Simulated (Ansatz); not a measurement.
# Ta2Si (I4/mcm, No. 140, 6 atoms in the cell; start mp-2783)

These are r²SCAN+rVV10 (PAW; Ansatz, a first-principles code) values and carry that method's errors.

Numerical settings: plane-wave cutoff 500 eV, 10×10×10 k mesh, Fermi–Dirac smearing 0.05 eV, scalar-relativistic PAW data made under PBE.

Cell (relaxed at this level):

```yaml
crystal:
  lattice:
    - [-3.07755, 3.07755, 2.51897]
    - [3.07755, -3.07755, 2.51897]
    - [3.07755, 3.07755, -2.51897]
  atoms:
    - { symbol: Ta, position: [0.66340, 0.83660, 0.50000] }
    - { symbol: Ta, position: [0.33660, 0.16340, 0.50000] }
    - { symbol: Ta, position: [0.83660, 0.33660, 0.17320] }
    - { symbol: Ta, position: [0.16340, 0.66340, 0.82680] }
    - { symbol: Si, position: [0.25000, 0.25000, 0.00000] }
    - { symbol: Si, position: [0.75000, 0.75000, 0.00000] }
```

- band gap = none

Note: the relaxation could not lower the start's symmetry, so the cell can be a saddle point above a distorted one.

Spin–orbit coupling is not included.

Computed values are for the static lattice.

A start named mp-… is a Materials Project structure, which need not be a measured phase.
